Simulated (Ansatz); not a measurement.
MnGe (model structure, started from the CsCl type, Pm-3m, No. 221, 2 atoms in the cell)

Calculation: PBEsol in Ansatz (PAW).

Numerical settings: plane-wave cutoff 500 eV, 14×14×14 k mesh, Fermi–Dirac smearing 0.05 eV, spin-polarised with parallel moments, scalar-relativistic PAW data made under PBE.

Cell (relaxed at this level):

```cif
data_GeMn
_chemical_formula_sum 'Mn1 Ge1'
_space_group_name_H-M_alt 'Pm-3m'
_space_group_IT_number 221
_space_group_name_Hall '-P 4 2 3'
_cell_length_a 2.89313
_cell_length_b 2.89313
_cell_length_c 2.89313
_cell_angle_alpha 90.000
_cell_angle_beta 90.000
_cell_angle_gamma 90.000
loop_
_atom_site_label
_atom_site_type_symbol
_atom_site_symmetry_multiplicity
_atom_site_Wyckoff_symbol
_atom_site_fract_x
_atom_site_fract_y
_atom_site_fract_z
_atom_site_occupancy
Mn1 Mn 1 a 0.00000 0.00000 0.00000 1
Ge1 Ge 1 b 0.50000 0.50000 0.50000 1
```

```yaml
band_gap: zero (no gap)
```

Note: the magnetic order was assumed, not searched for or taken from measurement; the moments ended far under their starting size, a low-moment state that need not be the lowest; the relaxation could raise the start's symmetry but not lower it, so the cell can be a saddle point.

Spin–orbit coupling is not included.

Static lattice: no zero-point or thermal effects.

A model structure was made by putting elements into a prototype or built by hand; it is no filed structure, need not be a known phase, and can be a saddle point held by its symmetry.

Ansatz is a quantum-chemistry and plane-wave program.
